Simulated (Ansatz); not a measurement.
Consider the following.

```
CELL_PARAMETERS angstrom
      0.00000     2.73851     2.90821
      2.73851     0.00000     2.90821
      2.73851     2.73851     0.00000
ATOMIC_POSITIONS crystal
  Zn 0.00000 0.00000 0.00000
  Se 0.25000 0.25000 0.25000
```

All values below come from PBE with spin-orbit coupling, rigid bands (plane waves, PAW; Ansatz, an electronic-structure program). Condition of this run: biaxial stress in (001) of 2.4 GPa (compression positive) (the target of the relaxation). Cell: cell and atoms relaxed with PBEsol, then loaded as said.

Task: What conductivity effective mass do dilute electrons have at 300 K?

Result: 0.110 (x), 0.110 (y), 0.115 (z) mₑ.

Task: Predict the hole conductivity mass (n e² τ/σ) at 300 K, by direction if it differs.

Result: 0.41 (x), 0.41 (y), 0.75 (z) mₑ.

Task: And the band gap?

Result: 1.24 eV at this level; semilocal functionals usually fall short of the measured gap.

Rigid bands, one relaxation time for all states, no polarons. Geometry: cell and atoms relaxed with PBEsol.
